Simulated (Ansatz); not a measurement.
**MgO under a change: uniaxial strain ε_zz = −2.00 %**

The reference is MgO in the rock salt structure (space group Fm-3m, No. 225; a = 4.2141 Å). Axes: x, y, z lie along the cube axes.

One thing is altered: the cell is compressed by 2.00 % along z with no lateral relaxation, atoms relaxed at fixed cell.

Calculations: PBEsol (Ansatz, an electronic-structure program), no SOC. Γ-centred 13×13×13 mesh, Fermi–Dirac width 0.05 eV.

The volume per atom falls by 0.187 Å³, from 9.35 Å³ to 9.17 Å³ and the shortest interatomic distance shrinks by 0.080 bohr to 3.902 bohr. The energy increases by 3.8 meV/atom and the band gap rises by 0.18 eV (4.62 eV → 4.80 eV). The gap character stays direct at Γ and the valence-band top at Γ (three highest levels, from the VBM) changes from 0.00, 0.00, 0.00 eV to 0.00, 0.00, -0.04 eV. The stress (xx, yy, zz, yz, xz, xy; compression positive) amounts to (1.87, 1.87, 6.64, 0.00, 0.00, 0.00) GPa.

Whether these cells are dynamically stable was not tested. Labels are those of the standard path for the cell's own space group.
